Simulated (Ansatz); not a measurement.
## Ag: 2 layers

The reference is Ag in the fcc (Cu type) structure (space group Fm-3m, No. 225; a = 4.054 Å). Axes: x, y, z lie along the cube axes.

The change: a free-standing slab of 2 layers (2 atoms, 1 a layer) is cut normal to [111], with 15 Å of vacuum and the in-plane cell held at bulk.

Computed with PBEsol/PAW in Ansatz (a quantum-chemistry and plane-wave program), no spin-orbit coupling. k-mesh 19×19×1 (Γ-centred); smearing 0.05 eV (Fermi–Dirac), for the changed cell.

| quantity | base | changed | shift |
|---|---|---|---|
| shortest interatomic distance | 286.7 pm | 285.8 pm | -0.9 pm |
| band gap | zero | zero | – |
| excess energy per area of both faces (slab less bulk energy over the cell's area: twice a surface energy) (uncertain by up to 0.05 J/m²) | – | 2.03 J/m² | – |
| thickness between the outermost nuclei | – | 2.33 Å | – |

The excess energy carries the mismatch between the slab's and the bulk's meshes. Stability against distortions was not tested.
